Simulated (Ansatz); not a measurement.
An Ansatz (a first-principles code) input (DFT with PBEsol, PAW potentials and a 420 eV plane-wave cutoff in Ansatz, no spin-orbit coupling):

Ansatz 0.2 input:
```yaml
crystal:
  lattice:
    - [4.094740313, 0, 0]
    - [2.0473701565, 3.546149133, 0]
    - [2.0473701565, -1.182049711, 3.4719315217]
  atoms:
    - { symbol: Cu, position: [0, 0, 0] }
    - { symbol: I, position: [0.5, 0.25, 0.75] }
basis: { ecutwfc: 420, ecutrho_ratio: 4, xc_grid: 2, fft_grid_basis: typed }
kpoints: { mp_grid: { grid: [10, 10, 10] } }
hamiltonian:
  xc: pbesol
  dispersion: none
  pseudopotentials: { kind: paw }
scf: { occupations: { method: fermi_dirac, width: 0.05 } }
relax: { f_tol: 0.005, max_steps: 50, cell: { stress_tol: 0.01, fix: [a, b, gamma] } }
output: { forces: true, stress: true }
checkpoint: { write: state.ck, write_every: 1000 }
```

Problem. Which symmetry and how many k-points will the program report, and about how many plane waves at Γ?

Solution. Space group R3m (ITA 160) with 6 operations, k-points 116 of 1000, and 965 plane waves at Γ.

Problem. And the final pressure?

Solution. 1.51 GPa (compression positive).

The cells carry an imposed strain or load. Whether these cells are dynamically stable was not tested. All final runs are without spin polarisation. The cell was made from CuI in the zinc blende structure (space group F-43m, No. 216) by this change: biaxial strain −2.50 %, plane normal [111], relaxed out of plane.
